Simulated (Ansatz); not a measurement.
## CdO in the rock salt structure (space group Fm-3m, No. 225)

Space group Fm-3m (No. 225); a = 4.768 Å, b = 4.768 Å, c = 4.768 Å, α = 90.00°, β = 90.00°, γ = 90.00°

```tsv
atom	site	symmetry	x	y	z
O	4a	m-3m	0.0000	0.0000	0.0000
Cd	4b	m-3m	0.5000	0.5000	0.5000
```
(The calculation used a cell of 2 atoms; values per cell refer to that cell.)

Computed with Ansatz (a quantum-chemistry and plane-wave program) PBE, no spin-orbit coupling, earlier PAW set. Γ-centred 12×12×12 mesh, Fermi–Dirac width 0.05 eV.

```yaml
volume_per_atom: 13.55 Å³
density: 7.87 g/cm³
band_gap: zero
total_energy: -4410.758 eV/atom (σ→0; compares only within this code and set-up)
```

No phonon test of stability was made. The final runs are not spin-polarised. A zero or small gap of CdO can be the functional's error rather than a property of the material.
